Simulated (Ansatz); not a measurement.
A 16-atom cell of (Au,Pd) started in the face-centred cubic structure, site fractions Au 0.125, Pd 0.875, short-range order -0.05 among the nearest mixed sites of the first mixed sublattice (0 is random, a negative value favours unlike neighbours), space group Fmmm at the end, an ordered arrangement that its symmetry holds. The mixed sublattice has 16 sites.

The mixing enthalpy is taken against the end members in the face-centred cubic type, relaxed in the same cell and mesh.

Computed with PBE (plane waves to 420 eV, PAW; Ansatz, a first-principles code). No spin–orbit coupling. Its k-point mesh 6×6×6, Fermi–Dirac width 0.05 eV.

```json
[
 {"cell": "Au", "energy at zero smearing (eV)": "-210389.233"},
 {"cell": "Pd", "energy at zero smearing (eV)": "-111565.587"},
 {"cell": "AuPd7", "energy at zero smearing (eV)": "-123918.813"}
]
```

### Question
Work out the mixing enthalpy per mixed site and the interaction parameter Ω of a regular solution.

### Answer
With x = 14/16 of the second end member, ΔH = [-123918.813 − 2/16 × (-210389.233) − 14/16 × (-111565.587)] / 16 = -16.9 meV against the separate end members. Ω = ΔH / x(1 − x) = -155 meV.
